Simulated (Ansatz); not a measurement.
The starting structures come from a database of crystals and need not be the phases stable at ambient conditions.

 Where the default PAW files enter, the runs use the earlier of Ansatz's two default sets.

By PBEsol, the system below comes out a metal.

Without scattering a metal conducts by its projected Fermi surface.

Data:

```
CELL_PARAMETERS angstrom
      2.81600     0.00000     0.00000
     -0.93867     2.65495     0.00000
      0.93867     1.32748     2.29926
ATOMIC_POSITIONS crystal
  Ti 0.00000 0.00000 0.00000
```

Space group of this cell: Im-3m, bcc (W type). The cell is taken as given; by PBEsol its mean pressure is -4.1 GPa.

The current flows along the normal of the first two printed cell vectors, the (110) plane of the conventional cell. No spin-orbit coupling; the value is a mean over 0.1 eV about the Fermi level.

**Question.** Give the ballistic conductance per area that PBEsol in Ansatz (an electronic-structure program) yields.

**Answer.** 1.6 × 10¹⁵ S/m² for both spins.
